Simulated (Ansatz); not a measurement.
Levels about the gap of amorphous In$_{9}$Ga$_{9}$Zn$_{9}$O$_{36}$ (63 atoms in a cell of 872 Å³, 5.38 g/cm³; zone centre alone, so wide bands show as single levels with stretches between that a denser mesh fills), at the geometry that PBE relaxed, where it gives 0.1 GPa on a denser mesh. The participation number counts the atoms over which a state spreads; weights are charges in smoothed Voronoi cells. The levels come from a single point, so bond lengths are those of that geometry. Method of the levels: PBE, scalar-relativistic without spin-orbit coupling (Ansatz, a first-principles code). Sampling: the zone centre alone; Fermi-Dirac width 0.02 eV; no spin polarisation. At PBE the levels at the filled edge of the gap are localised (band-tail or defect states).

It comes from a melt-quench run on a machine-learned potential (CHGNet), relaxed afterwards by DFT. O atoms were pushed apart under 1.9 Å during the dynamics, to hinder bonds among them. The hot cell started wider than the set density and was brought back towards it in steps. It is the lowest in DFT energy of 2 quenches. It is a model cell: composition and starting density were chosen by hand, and all elements were melted together. No dispersion term was used. Its density started from a set value of 5.43 and ended at 5.38 g/cm³. The quench (nominally 210 K/ps over its main leg) was far faster than any real one, so the model tends to hold more defects than a real film. A cell of this size samples the disorder only roughly. Volume and shape were free in the relaxation.

```tsv
E - E(highest filled), eV	filling	participation number	largest on	weight O	weight In	weight Zn	weight Ga
-0.35	filled	20.2	O, 4 neighbours	0.87	0.03	0.09	0.02
-0.32	filled	13.0	O, 3 neighbours	0.87	0.02	0.09	0.02
-0.27	filled	21.2	O, 3 neighbours	0.84	0.02	0.12	0.02
-0.26	filled	16.4	O, 3 neighbours	0.81	0.02	0.16	0.02
-0.19	filled	12.9	O, 3 neighbours	0.84	0.02	0.12	0.02
-0.10	filled	14.0	O, 3 neighbours	0.83	0.01	0.14	0.02
0.00	filled	6.3	O, 3 neighbours	0.85	0.01	0.12	0.02
0.82	empty	56.7	In, 5 neighbours	0.51	0.23	0.15	0.11
3.47	empty	33.6	In, 5 neighbours	0.58	0.27	0.07	0.08
3.49	empty	30.5	In, 5 neighbours	0.59	0.25	0.09	0.08
3.70	empty	28.6	In, 5 neighbours	0.59	0.29	0.06	0.06
3.81	empty	25.2	In, 5 neighbours	0.59	0.28	0.09	0.05
3.93	empty	39.4	In, 5 neighbours	0.59	0.22	0.10	0.09
4.07	empty	34.8	In, 5 neighbours	0.59	0.15	0.16	0.11
```

Most localised among these is the filled level at +0.00 eV, on a O atom, which has 3 neighbours (Ga 1.84 Å, Zn 1.98 Å, Zn 2.01 Å).
